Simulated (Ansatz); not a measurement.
Functionals compared on the (211) surface of tetragonal indium in its 1x1 cell, outermost plane spacing 1.43 Å in the ideal cut, in Ansatz (plane waves, PAW). The structure was relaxed with PBE; the other rows are single points on it, each with its references at the same level. Cutoff 420 eV (500 eV for r2SCAN).

Set-up: 8 atoms, 10.0 Å thick at the start (thin: gaps and levels are the slab's own); mesh 11x7x1; 0.1 eV smearing; dipole correction on; all atoms relaxed; start symmetry kept, larger cells not searched; no spin, no spin-orbit, no U. These notes are the PBE run's.

```json
[
 {"functional": "PBE", "surface energy (J/m²)": "0.35", "work function of the top face (eV)": "3.89", "rough cost of the single point": "–"},
 {"functional": "LDA", "surface energy (J/m²)": "0.53", "work function of the top face (eV)": "4.17", "rough cost of the single point": "very roughly 90 core-seconds"},
 {"functional": "PBEsol", "surface energy (J/m²)": "[?]", "work function of the top face (eV)": "[?]", "rough cost of the single point": "roughly 90 core-seconds"},
 {"functional": "RPBE", "surface energy (J/m²)": "0.25", "work function of the top face (eV)": "3.77", "rough cost of the single point": "about 90 core-seconds (a rough figure)"},
 {"functional": "r2SCAN", "surface energy (J/m²)": "0.38", "work function of the top face (eV)": "4.03", "rough cost of the single point": "about 3 core-minutes (a rough figure)"}
]
```

Question: Complete the blanks.

Answer: 
- PBEsol, surface energy (J/m²): 0.48
- PBEsol, work function of the top face (eV): 3.98

Ansatz is an electronic-structure program.
